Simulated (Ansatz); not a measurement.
HfO2 (P4₂/mnm, No. 136, 6 atoms in the cell; start mp-776532; a measured phase of this formula has another space group) was calculated with HSE06+SOC (Ansatz, a program for electronic structure, plane waves, PAW).

Numerical settings: plane-wave cutoff 460 eV, 6×6×8 k mesh (along the axes of the cell as run), Fermi–Dirac smearing 0.01 eV, PAW data made under PBE.

Cell (relaxed with PBEsol):

```yaml
crystal:
  lattice:
    - [4.83010, 0.00000, 0.00000]
    - [0.00000, 4.83010, 0.00000]
    - [0.00000, 0.00000, 3.20990]
  atoms:
    - { symbol: Hf, position: [0.00000, 0.00000, 0.00000] }
    - { symbol: Hf, position: [0.50000, 0.50000, 0.50000] }
    - { symbol: O, position: [0.19498, 0.80502, 0.50000] }
    - { symbol: O, position: [0.80502, 0.19498, 0.50000] }
    - { symbol: O, position: [0.69498, 0.69498, 0.00000] }
    - { symbol: O, position: [0.30502, 0.30502, 0.00000] }
```

Task: Predict the band gap.

Result: 
* **band gap**: 5.65 eV (on the SCF k mesh) (direct)

Note: cell and atoms aren't relaxed at this level (largest force component 0.03 eV/Å, pressure 1.7 GPa).

It cost around 70 core-minutes (rough) of CPU time.

A start named mp-… is a Materials Project structure, which need not be a measured phase.
